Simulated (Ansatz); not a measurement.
**Quick settings and what they miss: the (001) slab of ZrGa3 (cut from a parent of space group no. 139; 16 atoms in the cell)**

Self-consistent single point.

```xyz
16
Lattice="4.0095 0.0000 0.0000 0.0000 4.0095 0.0000 0.0000 0.0000 27.4164" Properties=species:S:1:pos:R:3 pbc="T T T"
Zr     2.0048     2.0048    10.6011
Zr     0.0000     0.0000     6.0000
Zr     0.0000     0.0000    19.3450
Zr     2.0048     2.0048    14.7439
Ga     2.0048     0.0000    21.4164
Ga     0.0000     2.0048    21.4164
Ga     0.0000     2.0048     8.3005
Ga     2.0048     0.0000     8.3005
Ga     2.0048     2.0048     6.0951
Ga     0.0000     0.0000    10.5059
Ga     0.0000     2.0048    12.6725
Ga     2.0048     0.0000    12.6725
Ga     2.0048     0.0000    17.0445
Ga     0.0000     2.0048    17.0445
Ga     0.0000     0.0000    14.8391
Ga     2.0048     2.0048    19.2498
```

Method: PBEsol, PAW files made with PBE (plane waves; Ansatz, a quantum-chemistry and plane-wave program).

Base settings: basis.ecutwfc = 420 eV; kpoints.mp_grid.grid = 6 6 1; hamiltonian.xc = pbesol; hamiltonian.pseudopotentials = {kind: paw} (the program's default PAW files); scf.occupations.method = fermi_dirac; scf.occupations.width = 0.1 eV; efield.axis = 3; efield.dipole_correction = true.

Tight run (finer mesh or higher cutoff; not a proven limit): basis.ecutwfc: 420 eV → 590 eV; kpoints.mp_grid.grid: 6 6 1 → 9 9 1; scf.convergence.dr2_threshold: default (1e-07 eV) → 1e-09 eV. It gave Fermi level (on the code's own zero) 6.59 eV; largest force (vector length) 1.077 eV/Å.

Quick runs, as changes from the base:
- A: the base itself
- B: basis.ecutwfc: 420 eV → 210 eV; kpoints.mp_grid.grid: 6 6 1 → 4 4 1; hamiltonian.xc: pbesol → lda [LDA (PW92)]
- C: basis.ecutwfc: 420 eV → 295 eV; kpoints.mp_grid.grid: 6 6 1 → 8 8 1; hamiltonian.xc: pbesol → lda [LDA (PW92)]
- D: basis.ecutwfc: 420 eV → 210 eV; kpoints.mp_grid.grid: 6 6 1 → 8 8 1
- E: basis.ecutwfc: 420 eV → 335 eV; scf.convergence.dr2_threshold: default (1e-07 eV) → 0.0001 eV
- F: basis.ecutwfc: 420 eV → 250 eV; kpoints.mp_grid.grid: 6 6 1 → 3 3 1; scf.occupations.method: fermi_dirac → methfessel_paxton; scf.occupations.width: 0.1 eV → 0.136 eV

Energies are extrapolated to zero smearing width, which holds to low order in the width alone.

Dashes: energy of B, C, another energy zero; time of B, D, E, F, under 30 s.

† marks runs with another functional, U, potentials or spin treatment: their distance from the tight run is not a convergence error alone.

The count of work is k-points × plane waves × bands × iterations; it is no time. Core times come from one kind of shared machine and are given to one figure; runs under 30 s give none.

The starting cell comes from a database of computed structures (which also holds hypothetical and non-ambient phases and stackings), without a prior relaxation at this level. The slab is cut from that crystal, and its faces are unrelaxed. Its lattice was rescaled in the plane by a random factor within 2.5 % of one. In the base run, forces exceed 1 eV/Å.

```csv
run,energy less tight (meV/atom),largest miss in a force vector (eV/Å),count of work / tight,core time / tight (rough)
A,1.3,0.049,0.35,0.3
B†,–,0.134,0.068,–
C†,–,0.182,0.28,0.3
D,3569.8,0.145,0.17,–
E,7.2,0.049,0.16,–
F,735.8,0.202,0.071,–
```

Among the runs at the tight run's level, the energy misses run from 1.3 to 3569.8 meV/atom.

Keys are those of Ansatz 0.2.
